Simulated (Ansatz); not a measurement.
End structure of a constructed model of the (110) surface of bcc W, a layer of Sn in place of the second plane (bottom of the slab: a bare face, its two planes held):

```
CELL_PARAMETERS angstrom
      2.75768     0.00000     0.00000
     -0.91923     2.59996     0.00000
      0.00000     0.00000    27.00000
ATOMIC_POSITIONS crystal
  W  0.50000 0.50000 0.29663
  W  0.00000 0.00000 0.38002
  W  0.50000 0.50000 0.46330
  W  0.00000 0.00000 0.54546
  Sn 0.50000 0.50000 0.63618
  W  0.00000 0.00000 0.72340
```

Model: 6-atom slab, 11.0 Å thick at the start with caps and adatoms (thin: gaps and levels are the slab's own), 14x14x1 mesh, Fermi-Dirac 0.1 eV, dipole correction, 2 atoms held, the rest relaxed; held to the start's symmetry, so lower structures may exist; no spin, no spin-orbit, no U. It is one candidate, not shown to be the stable structure of the face.

Question: Estimate the work function of the top face that PBE (Ansatz, a program for electronic structure) returns for this input.

Answer: 5.63 eV
